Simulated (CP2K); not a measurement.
## One base run on Na₂ZnGe (Cmcm, 8 atoms in the cell) and variants with one or two settings moved

```xyz
8
Lattice="5.9066 0.0000 0.0000 1.2462 5.7736 0.0000 0.0000 0.0000 5.5002" Properties=species:S:1:pos:R:3 pbc="T T T"
Ge     2.3247     4.4375     1.3751
Ge     4.8281     1.3361     4.1252
Zn     3.5764     2.8868     0.0000
Zn     3.5764     2.8868     2.7501
Na     0.5952     1.8206     1.3751
Na     6.5575     3.9530     4.1252
Na     1.9052     0.1977     4.1252
Na     5.2475     5.5759     1.3751
```

Base run A: CP2K 2026.2 with PBEsol, GPW, DZVP-MOLOPT-SR-GTH basis, GTH-PBE potentials (GTH_POTENTIALS), self-consistent single point.

Its settings: CUTOFF = 950 Ry; REL_CUTOFF = 60 Ry; SMEAR/METHOD = FERMI_DIRAC; ELECTRONIC_TEMPERATURE = 580.23 K; KPOINTS/SCHEME = MONKHORST-PACK 3 3 4; GAMMA_CENTERED = T; XC_FUNCTIONAL = PBE:PBESOL; Ge/BASIS_SET = DZVP-MOLOPT-SR-GTH-q4; Ge/POTENTIAL = GTH-PBE-q4; Zn/BASIS_SET = DZVP-MOLOPT-SR-GTH-q12; Zn/POTENTIAL = GTH-PBE-q12; Na/BASIS_SET = DZVP-MOLOPT-SR-GTH-q9; Na/POTENTIAL = GTH-PBE-q9; METHOD = GPW; EPS_DEFAULT = 1e-10; NGRIDS = 5; SCF_GUESS = ATOMIC; EPS_SCF = 1e-06; MAX_SCF = 100; ADDED_MOS = 12.

The starting cell comes from a database of published, mostly measured structures (it also holds non-ambient and calculated ones), without a prior relaxation at this level. Values carry the incompleteness of an atom-centred basis. The potentials were made for another functional than the one used. Without a gap this mesh is coarse (it stands for a supercell whose shortest vector is 18 Å).

ΔF is the free energy per atom less that of run A. 

Runs:
- B: KPOINTS/SCHEME: MONKHORST-PACK 3 3 4 → MONKHORST-PACK 5 5 5; GAMMA_CENTERED: T → default
- C: ADDED_MOS: 12 → 8
- D: ELECTRONIC_TEMPERATURE: 580.23 K → 348.14 K; KPOINTS/SCHEME: MONKHORST-PACK 3 3 4 → MONKHORST-PACK 4 4 4
- E: EPS_SCF: 1e-06 → 1e-08
- F: lattice scaled by 0.985
- G: REL_CUTOFF: 60 Ry → 20 Ry
- H: XC_SMOOTH_RHO: default → NN50; XC_DERIV: default → NN50_SMOOTH
- I: MIXING/NBUFFER: 10 → 6

| run | ΔF (meV/atom) | pressure (GPa) | largest force (eV/Å) | k-points |
|---|---|---|---|---|
| A | 0.00 | 0.02 | 0.301 | 19 |
| B | 1.31 | 0.06 | 0.299 | 63 |
| C | 0.00 | 0.02 | 0.301 | 19 |
| D | 0.31 | 0.03 | 0.301 | 36 |
| E | 0.00 | 0.02 | 0.301 | 19 |
| F | 5.0 | 1.54 | 0.500 | 19 |
| G | -26.7 | 0.81 | 0.390 | 19 |
| H | 178.3 | -0.74 | 0.207 | 19 |
| I | 0.00 | 0.02 | 0.301 | 19 |

Run C against A: The free energy stays essentially unchanged (within 1 meV/atom), the pressure stays at 0.02 GPa and the largest force stays at 0.301 eV/Å.

Run H against A: The free energy rises by 178 meV/atom, the pressure goes from 0.02 to -0.74 GPa and the largest force goes from 0.301 to 0.207 eV/Å.

Run F against A: The free energy rises by 5.0 meV/atom, the pressure goes from 0.02 to 1.54 GPa and the largest force goes from 0.301 to 0.500 eV/Å.
